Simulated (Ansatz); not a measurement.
The parent structure is CaZrF$_{6}$ (space group Fm-3m, No. 225; a cell from a computed database, its experimental status unchecked).

```
CaZrF6
1.0
    0.00000     4.25542     4.25542
    4.25542     0.00000     4.25542
    4.25542     4.25542     0.00000
Ca Zr F
1 1 6
Cartesian
  4.25542   4.25542   4.25542
  0.00000   0.00000   0.00000
  2.00976   4.25542   4.25542
  6.50108   4.25542   4.25542
  4.25542   2.00976   4.25542
  4.25542   6.50108   4.25542
  4.25542   4.25542   2.00976
  4.25542   4.25542   6.50108
```

Cartesian axes are those of the cell as printed.

Level of theory: PBEsol (Ansatz, an electronic-structure program; PAW; 420 eV plane waves; no spin-orbit coupling).

Base values:

- Valence-band top at Γ: 0.00, 0.00, 0.00 eV
- Gap character: direct at Γ
- Pressure: 0.00 GPa
- Band gap: 7.01 eV

One thing is altered: the symmetric strain tensor [-0.0034 -0.0080 -0.0049; -0.0080 -0.0057 -0.0235; -0.0049 -0.0235 0.0155]; the atoms relax in the strained cell.

Question: What happens to the valence-band top at Γ?

Answer: The valence-band top at Γ (three highest levels, from the VBM) goes from 0.00, 0.00, 0.00 eV to 0.00, 0.00, -0.08 eV.

Question: What happens to the gap character?

Answer: The gap character is still direct at Γ.

Question: What happens to the pressure?

Answer: The pressure (mean of the normal stresses, compression positive) goes from zero to -0.30 GPa.

Question: Predict the new band gap.

Answer: The band gap decreases by 0.06 eV, from 7.01 eV to 6.95 eV.

No phonon test of stability was made. Labels are those of the standard path for the cell's own space group.
